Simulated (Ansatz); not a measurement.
Start from MgO in the rock salt structure (space group Fm-3m, No. 225).

```yaml
crystal:
  lattice:
    - [0.00000, 2.10221, 2.10221]
    - [2.10221, 0.00000, 2.10221]
    - [2.10221, 2.10221, 0.00000]
  atoms:
    - { symbol: Mg, position: [0.00000, 0.00000, 0.00000] }
    - { symbol: O, position: [0.50000, 0.50000, 0.50000] }
```

Cartesian axes are those of the cell as printed.

Level of theory: Ansatz (a program for electronic structure) r2SCAN, scalar-relativistic without spin-orbit coupling.

For the base:

Band gap: 5.68 eV

The change: tensile biaxial strain of 0.42 % in the plane normal to [111], as in epitaxy on a mismatched substrate; the out-of-plane cell vector and the atoms relax.

### Question
What does the calculation give for the in-plane stress after the change?

### Answer
The mean in-plane stress (compression positive) comes out as -1.7 GPa.

### Question
Estimate the effect on the out-of-plane strain.

### Answer
The out-of-plane strain amounts to -0.14 %.

### Question
What does the calculation give for the band gap after the change?

### Answer
The band gap shrinks by 0.10 eV (5.68 eV → 5.58 eV).

Whether these cells are dynamically stable was not tested.
